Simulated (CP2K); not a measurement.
Checking a run of CP2K on Te4Mo3 (R-3, 14 atoms in the cell). The aim is a self-consistent single point with DFT PBEsol, GPW, DZVP-MOLOPT-SR-GTH basis, GTH-PBE potentials (GTH_POTENTIALS).

Cell that was meant: a = 7.1850 Å, b = 7.1850 Å, c = 7.1850 Å, α = 92.25°, β = 92.25°, γ = 92.25°.

Part of the input:

```
      REL_CUTOFF 40
      NGRIDS 5
    &END MGRID
    &POISSON
      PERIODIC NONE
      POISSON_SOLVER MT
    &END POISSON
    &SCF
      SCF_GUESS ATOMIC
      EPS_SCF 1E-7
```

The program printed (abridged):

```
 GLOBAL| Method name                                                        CP2K
   [... lines left out ...]
 *** sections &CELL and &POISSON do not match                             ***

 Extrapolation method: initial_guess

 Number of electrons:                                                        132
 Number of occupied orbitals:                                                 66
 Number of molecular orbitals:                                                87

 Number of orbital functions:                                                260
 Number of independent orbital functions:                                    260
 SCF WAVEFUNCTION OPTIMIZATION

  Step     Update method      Time    Convergence         Total energy    Change
     1 NoMix/Diag. 0.30E+00      -     0.72011579      -476.5066030817 -4.77E+02
     2 Broy./Diag. 0.30E+00      -     0.36666858      -468.3284122261  8.18E+00
     3 Broy./Diag. 0.30E+00      -     0.08503268      -477.5477496405 -9.22E+00
     4 Broy./Diag. 0.30E+00      -     0.09139013      -475.3169223108  2.23E+00
     5 Broy./Diag. 0.30E+00      -     0.01066234      -474.5372670725  7.80E-01
     6 Broy./Diag. 0.30E+00      -     0.00765143      -474.2759546651  2.61E-01
   [... 10 lines left out ...]
    17 Broy./Diag. 0.30E+00      -     0.00000202      -474.6795800698 -3.41E-05
    18 Broy./Diag. 0.30E+00      -     0.00000021      -474.6795939641 -1.39E-05
    19 Broy./Diag. 0.30E+00      -     0.00000050      -474.6796008763 -6.91E-06
    20 Broy./Diag. 0.30E+00      -     0.00000005      -474.6796013422 -4.66E-07
  *** SCF run converged in    20 steps ***

  Overlap energy of the core charge distribution:               0.00000000014438
  Self energy of the core charge distribution:               -912.78914948745603
  Core Hamiltonian energy:                                    203.69803830137479
  Hartree energy:                                             296.01980697628284
  Exchange-correlation energy:                                -61.59992608011880
  Electronic entropic energy:                                  -0.00837105242967
  Fermi energy:                                                 0.26561321344976

  Total energy:                                              -474.67960134221653
  Total energy (extrapolated to T->0):                       -474.67541581600170

   [... lines left out ...]
 STRESS|                        x                   y                   z
 STRESS|      x       -1.15453424568E+07  -1.60557403419E+04  -1.67245931278E+04
 STRESS|      y       -1.60557403419E+04  -1.15466018299E+07  -1.73934612853E+04
 STRESS|      z       -1.67245931278E+04  -1.73934612853E+04  -1.15480221196E+07
 STRESS| 1/3 Trace                                            -1.15466554688E+07
```

**Question.** Can these results be used? Check the input.

**Answer.** The run is not sound. The fault is a Poisson solver that does not fit the cell's periodicity. The periodicity of the electrostatics has to match that of the cell. To fix it, match the two. The run converged in 20 iterations without an error; against the sound input the free energy drops by 956 meV/atom, the pressure goes from -0.48 to -1155 GPa and the largest force goes from 0.329 to 20.10 eV/Å. The full log also holds: “WARNING in pw_env_methods.F:755 :: The selected periodicities in the  sections &CELL and &POISSON do not match”.

An input that runs soundly differs in these lines (not the only fix; some lines may just follow from the change or write a value another way):
```diff
-    &POISSON
-      PERIODIC NONE
-      POISSON_SOLVER MT
-    &END POISSON
```

With that input, the run converged in 19 iterations: free energy E − TS -12903.3038 eV; Fermi level (on the code's own zero) 7.15 eV; pressure -0.48 GPa; largest force (vector length) 0.329 eV/Å (DFT PBEsol, GPW, DZVP-MOLOPT-SR-GTH basis, GTH-PBE potentials (GTH_POTENTIALS)).

On the sound input: the starting cell comes from a database of computed structures (which also holds hypothetical and non-ambient phases and stackings), without a prior relaxation at this level. Spin polarisation is off. Values carry the incompleteness of an atom-centred basis. The potentials were made for another functional than the one used.
